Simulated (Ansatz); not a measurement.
N interstitial started as a split pair with C in diamond (start: split with C along <100>; 64-site cell, 2×2×2 shifted sampling). All values below come from PBE, PAW (plane waves to 420 eV; Ansatz, an electronic-structure program). Total energies of the localised charge states, counted from that of charge +1, and their image corrections (point charge with alignment); the host's valence-band maximum lies at 13.244 eV on the cells' energy zero and its gap is 4.13 eV.

```
charge         moment (μB)  E − E(first) (eV)  correction (eV)
------  ------------------  -----------------  ---------------
+1                     0.0              0.000            0.655
0                      1.0             14.337            0.000
−1      not spin-polarised             30.651            0.185
```

### Question
Derive the transition levels above the valence-band maximum and say which of them are thermodynamic.

### Answer
A level is the Fermi energy at which two charges have equal formation energy: ε(q/q′) = [E(q′) + corr(q′) − E(q) − corr(q)] / (q − q′) − E_VBM.
ε(+1/0) = [(14.337 + 0.000) − (0.000 + 0.655)] / 1 − 13.244 = 0.44 eV
ε(0/−1) = [(30.651 + 0.185) − (14.337 + 0.000)] / 1 − 13.244 = 3.26 eV
Thermodynamic levels at least 0.1 eV inside the gap: (+1/0) at 0.44 eV; (0/−1) at 3.26 eV. They hold to tenths of an eV in this cell. Only the charges listed were compared. At charge +2 the carrier sat in host band states, shallow at most. The geometries come from one start. Flagged in the runs: a doubtful potential alignment.
